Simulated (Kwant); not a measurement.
Model system: In0.53Ga0.47As/In0.52Al0.48As stack with 1 barrier. One parabolic valley. Leads of mass 0.041 mₑ with the band edge at 0; grid 0.1 nm; bias swept from 0.0208 to 0.44254 V, dropping linearly over the stack. Emitter Fermi level 0.081 eV, 300 K, equal in the collector.

```csv
layer,thickness (nm),band offset (eV),mass (mₑ)
1,2.3,0.52,0.075
```

The device is made up for the run: typed textbook-type constants, with dimensions and the other settings drawn at random.

Model: one-band effective-mass tight-binding model in one dimension, coherent, no space charge, current by the Tsu-Esaki formula (Kwant).

Problem. Tabulate J (A/cm²) against bias (V).

Solution. 
```tsv
bias (V)	J (A/cm²)
0.02080	29800
0.05595	70200
0.09109	96500
0.1262	114000
0.1614	126000
0.1965	138000
0.2317	149000
0.2668	160000
0.3020	171000
0.3371	182000
0.3723	193000
0.4074	205000
0.4425	217000
```
